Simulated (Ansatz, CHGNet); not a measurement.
For NiGe (Pnma, No. 62, 8 atoms in the cell; start mp-1099), the machine-learned potential CHGNet 0.3.0 (trained on PBE and PBE+U data) gives:

- volume per atom = 13.68 Å³/atom
- enthalpy of formation = -0.395 eV/atom

Q: What does r²SCAN (PAW; Ansatz, a program for electronic structure) give for the same quantities?

A: 
- equilibrium volume per atom: 13.29 Å³/atom (drops by 2.9 %)
- formation enthalpy: -0.263 eV/atom (moves by +0.132 eV/atom)

Changes are worked out from the printed values.

Unless a cell is named, each level is at its own relaxed cell (CHGNet 0.3.0 13.68, r²SCAN 13.29 Å³/atom).

The crystal itself was run without spin with r²SCAN; a magnetic state was not tried in these runs.

Caveats: the relaxation could not lower the start's symmetry, so the cell can be a saddle point above a distorted one (CHGNet 0.3.0, r²SCAN). Ansatz's density-functional and Hartree–Fock values are scalar-relativistic unless marked +SOC, with PAW data made under PBE.

A start named mp-… is a Materials Project structure, which need not be a measured phase.
